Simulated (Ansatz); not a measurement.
Here is the system:

```yaml
crystal:
  lattice:
    - [3.20077, 0.00000, 0.00000]
    - [-1.60038, 2.77195, 0.00000]
    - [0.00000, 0.00000, 5.16667]
  atoms:
    - { symbol: Zn, position: [0.33333, 0.66667, 0.00146] }
    - { symbol: Zn, position: [0.66667, 0.33333, 0.50146] }
    - { symbol: O, position: [0.33333, 0.66667, 0.38054] }
    - { symbol: O, position: [0.66667, 0.33333, 0.88054] }
```

No spin polarisation.

Level of theory: PBE (Ansatz, a first-principles code; PAW; 420 eV plane waves; without spin-orbit coupling). Γ-centred 12×12×6 mesh, Fermi–Dirac width 0.05 eV.

### Question
Estimate the valence-band top at Γ (three highest levels, from the VBM).

### Answer
0.00, 0.00, -0.10 eV.

### Question
Estimate the pressure (mean of the normal stresses, compression positive).

### Answer
11.03 GPa.

The levels and masses belong to the bands next to the band gap. The cells carry an imposed strain or load. No phonon test of stability was made. The cell was made from ZnO in the wurtzite structure (space group P6_3mc, No. 186) by this change: isotropic strain −2.40 %.
